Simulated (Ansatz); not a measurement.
# How far PBE and r2SCAN part for SiC, pressure 2.1 GPa

Base system: SiC (space group P6_3mc, No. 186; a = 3.094 Å, c = 10.129 Å).

(Cell as relaxed with PBE.)

Levels (all Ansatz, a quantum-chemistry and plane-wave program, PAW, earlier PAW set): PBE (420 eV, no SOC); r2SCAN (500 eV, without spin-orbit coupling).

Each level relaxes its own structure.

```tsv
base	PBE	r2SCAN
volume per atom	10.50 Å³	10.33 Å³
lattice parameter a	309.4 pm	307.8 pm
band gap	2.22 eV	2.60 eV
```

Modification: cell and atoms relaxed at a pressure of 2.1 GPa.

```tsv
quantity	PBE	r2SCAN
gap character	indirect, Γ → M	indirect, Γ → M
volume per atom	10.40 Å³	10.24 Å³
shift of the gap caused by the change	0.00 eV	0.00 eV
```

PBE's volume per atom lies 0.16 Å³ above r2SCAN's (1.5 %); the two agree on the gap character and shift of the gap caused by the change. Neither level is exact; r2SCAN is the comparison here, not a measurement.

Load acts through the strain it causes; cell and atoms are relaxed under it. Stability against distortions was not tested.
